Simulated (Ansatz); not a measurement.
Results of PBEsol+SOC (plane waves, PAW; Ansatz, a first-principles code) for rock-salt LuN.

Numerical settings: plane-wave cutoff 520 eV, 20×20×20 k mesh, Fermi–Dirac smearing 0.05 eV, PAW data made under PBE.

Energies at three volumes about the minimum:

| V (Å³/atom) | E − E_lowest (meV/atom) |
|---|---|
| 12.685 | 3.07 |
| 12.944 | 0.00 |
| 13.203 | 2.87 |

Q: Fit a parabola by hand: where is the minimum, what lattice constant follows, and what is the bulk modulus?

A: Slopes: (0.00 − 3.07)/(12.944 − 12.685) = -11.853 and (2.87 − 0.00)/(13.203 − 12.944) = 11.081 meV/Å³. Curvature E″ = 2 × (11.081 − (-11.853))/(13.203 − 12.685) = 88.548 meV/Å⁶. From the middle of the first interval, the slope vanishes at V0 = 12.8145 − (-11.853)/88.548 = 12.948 Å³/atom. B = V0 E″ = 12.948 × 88.548 meV/Å³ × 0.1602 GPa per meV/Å³ = 184 GPa. With 8 atoms in the cube, a = (8 × 12.948)^(1/3) = 4.696 Å. The full Birch–Murnaghan fit to all volumes gives V0 = 12.944 Å³/atom and B0 = 184 GPa.
